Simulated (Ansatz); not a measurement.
L1₂ (Cu3Au-type) Pt₃Ti was calculated with LC-ωPBE in Ansatz (PAW).

Settings: plane-wave cutoff 460 eV, 8×8×8 k mesh, Fermi–Dirac smearing 0.05 eV, no spin polarisation, scalar-relativistic PAW data made under PBE.

Cell (relaxed at this level):

Space group Pm-3m (No. 221); a = b = c = 3.876 Å, α = β = γ = 90.00°

```
atom  site  symmetry       x       y       z
----  ----  --------  ------  ------  ------
Ti      1a      m-3m  0.0000  0.0000  0.0000
Pt      3c    4/mm.m  0.0000  0.5000  0.5000
```

Q: Estimate the bulk modulus B0 and pressure derivative B′ of the bulk modulus that the calculation returns.

A: 
- bulk modulus B0 = 308 GPa
- pressure derivative B′ of the bulk modulus = 4.8

Note: the run has no spin polarisation, so it can have missed a magnetic state.

Spin–orbit coupling is not included.

Computed values are for the static lattice.

It cost roughly 50 core-minutes of CPU time.

Ansatz is a quantum-chemistry and plane-wave program.
